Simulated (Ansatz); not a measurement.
## Effect of tensor shear ε_xz = +0.67 % on PbO

Take PbO (space group P4/nmm, No. 129; a = 3.970 Å, c = 4.705 Å) as the base. Axes: x, y, z lie along a, b, c of the conventional cell.

Modification: a pure shear with ε_xz = ε_zx = 0.0067; the atoms relax in the strained cell.

Method: Ansatz (a first-principles code) PBEsol-D3(BJ), without spin-orbit coupling. Settings: 8×8×7 k-points, 0.05 eV Fermi–Dirac smearing.

The volume per atom remains 18.54 Å³ and the space group becomes P2_1/m (No. 11) (base: P4/nmm (No. 129)). The energy is nearly the same and the pressure (mean of the normal stresses, compression positive) stays essentially unchanged (0.00 GPa against 0.02 GPa). The band gap remains 0.90 eV (an upper bound: an edge found on the path is not a true extremum; the changed cell) and the largest internal atomic displacement amounts to 0.010 Å. The stress (xx, yy, zz, yz, xz, xy; compression positive) is (0.02, 0.02, 0.02, 0.00, -0.36, 0.00) GPa.

Final structure:

```xyz
4
Lattice="3.9696 0.0000 0.0266 0.0000 3.9696 0.0000 0.0315 0.0000 4.7054" Properties=species:S:1:pos:R:3 pbc="T T T"
Pb     2.0189     0.0000     3.5396
Pb    -0.0026     1.9848     1.1792
O      1.9877     1.9848     0.0134
O     -0.0029     0.0000    -0.0001
```

Cost of the whole job for the changed cell (relaxation, final SCF and bands): around 70 core-seconds (rough).

Spin-orbit coupling, missing from the scalar runs, can matter with Pb. No phonon test of stability was made.
